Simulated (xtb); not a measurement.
xtb 6.7.1, GFN2-xTB: CSc1ccc2c(c1)oc1cc(-c3ccc(-c4ccc(C(C)(C)C)o4)o3)ccc12, 51 atoms. The geometry is a generated start, not checked to be a minimum at this level.

```
Quantity                                                                                                       Result
------------------------  -------------------------------------------------------------------------------------------
method                                                                                                       GFN2-xTB
--acc                                                                                                     1 (default)
--etemp (K)                                                                                             300 (default)
detailed input (--input)  none: ANC optimiser, Lindh (1995) Hessian, microcycle=20, maxdispl=1.0, hlow=0.01 (default)
basis functions                                                                                                   144
valence electrons                                                                                                 146
```

The structure is relaxed from this start with --opt LEVEL for the levels crude, sloppy, loose, lax, normal, tight, vtight, extreme, once each. Up to the end of the extreme run atoms move by at most 1.6 Å along an axis.

Q: What is the loosest level that ends within 20 meV of the extreme run, and how many cycles does it take?

A: lax: 34 cycles against 94, ending 7.5 meV above.

```
level    cycles  energy above the extreme run (meV)  gradient norm (eV/Å)
-------  ------  ----------------------------------  --------------------
crude         4                                  64                  0.33
sloppy        6                                  57                  0.14
loose         8                                  54                  0.11
lax          34                                 7.5                 0.070
normal       46                                 2.6                 0.025
tight        68                                0.65                0.0046
vtight       94                          under 0.01                0.0022
extreme      94                                   —                0.0022
```
